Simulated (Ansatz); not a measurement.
The parent structure is WC (space group P-6m2, No. 187; a = 2.899 Å, c = 2.827 Å; relaxed with 0.1 eV smearing).

Calculations: PBEsol, PAW, 420 eV (Ansatz, a program for electronic structure; no spin-orbit coupling).

Strains are applied to the cell and any free atomic positions relax.

One change was made to it. Results:

The pressure (mean of the normal stresses, compression positive) goes from zero to -25.9 GPa; the energy increases by 68 meV/atom.

Task: Name the change that was made.
A) isotropic strain −1.50 %
B) isotropic strain +2.50 %
C) isotropic strain +2.00 %

Result: B, isotropic strain +2.50 %. For comparison, the energy relative to the base in the other runs: isotropic strain −1.50 % gives +28 meV/atom; isotropic strain +2.00 % gives +44 meV/atom.

No phonon test of stability was made. The final runs are not spin-polarised.
